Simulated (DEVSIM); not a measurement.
System: illuminated Si p-on-n cell, one wavelength, with a back-surface field, at 300 K.

Layer 1 from the left is Si, thickness (μm) 0.200, Na (cm⁻³) 1.3e18, τn (s) 3.9e-6, τp (s) 3.5e-7, absorption coefficient (cm⁻¹) 8800. Layer 2 from the left is Si, thickness (μm) 27.0, Nd (cm⁻³) 2.1e15, τn (s) 8.6e-6, τp (s) 8.6e-6, absorption coefficient (cm⁻¹) 8800. Layer 3 from the left is Si, thickness (μm) 0.530, Nd (cm⁻³) 1e18, τn (s) 8.6e-6, τp (s) 8.6e-6, absorption coefficient (cm⁻¹) 8800.

Left contact: ohmic, minority electron recombination velocity 1e5 cm/s. Right contact: ohmic, minority hole recombination velocity 2e5 cm/s. Voltage is applied to the left contact. Recombination: SRH at mid-gap, radiative, Auger. Light enters at the left, 1.2e16 photons cm⁻² s⁻¹, one pass, no reflection. Mobility is μmin + (μ − μmin)/(1 + (N/Nref)^α).

The device is made up for the run: typed textbook-type constants, with dimensions and the other settings drawn at random. Values at 300 K.

Si: gap (eV) 1.124, affinity (eV) 4.05, permittivity 11.7, Nc (cm⁻³) 2.86e19, Nv (cm⁻³) 3.1e19, μn (cm²/Vs) 1417, μp (cm²/Vs) 470, μn,min 52, μp,min 45, Nref,n 9.7e16, Nref,p 2.2e17, αn 0.68, αp 0.72, B (cm³/s) 4.7e-15, Cn (cm⁶/s) 2.8e-31, Cp (cm⁶/s) 9.9e-32.

DEVSIM, 1D drift-diffusion, Boltzmann statistics, complete ionisation; no tunnelling, impact ionisation, image-force lowering or self-heating.

Q: What does the simulation give for the fill factor, the short-circuit current, the share of generated pairs collected at short circuit?

A: fill factor 0.80; short-circuit current 1.88 mA/cm²; share of generated pairs collected at short circuit 0.979.
